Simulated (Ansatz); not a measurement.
**CsCl-type FeAl: elastic constant C11 by level of theory**

No measured value is used here.

```csv
level (code),value (GPa),cell (Å³/atom)
LDA (Ansatz),…,11.11
PBE (Ansatz),267,11.81
r²SCAN (Ansatz),296,11.49
```

Problem. Fill in the missing entries.

Solution. 
- LDA (Ansatz, a first-principles code), value (GPa): 308

The crystal itself was run without spin with LDA, PBE, r²SCAN. Each level is taken at its own relaxed cell. Cutoffs differ between the levels. Ansatz's density-functional and Hartree–Fock values are scalar-relativistic unless marked +SOC, with PAW data made under PBE.
